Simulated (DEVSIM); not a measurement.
Device: TaN/Al2O3/n-Ge capacitor, at 300 K.

```
layer (left to right)  material  thickness (nm)  Nd (cm⁻³)
---------------------  --------  --------------  ---------
1                         Al2O3            4.70          -
2                            Ge            7400     6.5e15
```

Metal gate on the left, work function 4.4 eV. Fixed charge at the semiconductor interface 1.2e12 cm⁻² (in units of +e); interface traps 5.2e10 cm⁻² eV⁻¹, uniform in energy, neutral level at 0.5 of the gap above the valence band.

Constants are typed, rounded textbook-type inputs, not results; the design itself was drawn at random and stands for no fabricated device. Values at 300 K.

```csv
parameter,Al2O3,Ge
gap (eV),6.8,0.664
affinity (eV),1.35,4
permittivity,9,16
Nc (cm⁻³),-,1.04e19
Nv (cm⁻³),-,6e18
```

Simulated with DEVSIM: 1D Poisson equation in equilibrium, Boltzmann statistics, complete ionisation; no quantum confinement or tunnelling. Metal contacts follow the ideal Schottky-Mott rule: no Fermi-level pinning, no interface dipoles.

Base results: flat-band voltage (V) 0.10; capacitance of the dielectric stack (μF/cm²) 1.70; minimum of the low-frequency capacitance (μF/cm²) 0.0697; threshold voltage (band bending 2φF) (V) -0.22.

Problem. What follows from this one change: interface trap density 5.2e+10 → 1e+12 cm^-2 eV^-1?

Solution. flat-band voltage 0.10 → 0.11 V; capacitance of the dielectric stack little changed (1.70 μF/cm²); minimum of the low-frequency capacitance 0.0697 → 0.198 μF/cm²; threshold voltage (band bending 2φF) -0.22 → -0.23 V.

Problem. What follows from this one change: gate work function 4.4 → 4.25 eV?

Solution. flat-band voltage 0.10 → -0.05 V; capacitance of the dielectric stack little changed (1.70 μF/cm²); minimum of the low-frequency capacitance little changed (0.0697 μF/cm²); threshold voltage (band bending 2φF) -0.22 → -0.37 V.

Problem. What follows from this one change: Al2O3 thickness 0.0047 → 0.0033 μm?

Solution. flat-band voltage 0.10 → 0.13 V; capacitance of the dielectric stack 1.70 → 2.41 μF/cm²; minimum of the low-frequency capacitance little changed (0.0708 μF/cm²); threshold voltage (band bending 2φF) -0.22 → -0.18 V.
